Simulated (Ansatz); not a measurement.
Consider SiC in the zinc blende structure (space group F-43m, No. 216).

```cif
data_CSi
_chemical_formula_sum 'Si1 C1'
_space_group_name_H-M_alt 'P 1'
_space_group_IT_number 1
_cell_length_a 3.09695
_cell_length_b 3.09695
_cell_length_c 3.09695
_cell_angle_alpha 60.000
_cell_angle_beta 60.000
_cell_angle_gamma 60.000
loop_
_space_group_symop_operation_xyz
  'x, y, z'
loop_
_atom_site_label
_atom_site_type_symbol
_atom_site_fract_x
_atom_site_fract_y
_atom_site_fract_z
_atom_site_occupancy
Si1 Si 0.00000 0.00000 0.00000 1
C1 C 0.25000 0.25000 0.25000 1
```

Method: PBE/PAW in Ansatz (an electronic-structure program), no SOC.

Base values:

| Item | Result |
|---|---|
| Band gap | 1.37 eV |
| Width of the top valence band | 4.63 eV |

The change: the cell is scaled by 0.9900 in all directions; the atoms relax in the strained cell.

What happens to the band gap?

The band gap shrinks by 0.027 eV (1.37 eV → 1.35 eV).

How does this affect the energy relative to the base?

The energy rises by 6.5 meV/atom.

What happens to the width of the top valence band?

The width of the top valence band rises by 0.116 eV, from 4.63 eV to 4.74 eV.

Whether these cells are dynamically stable was not tested.
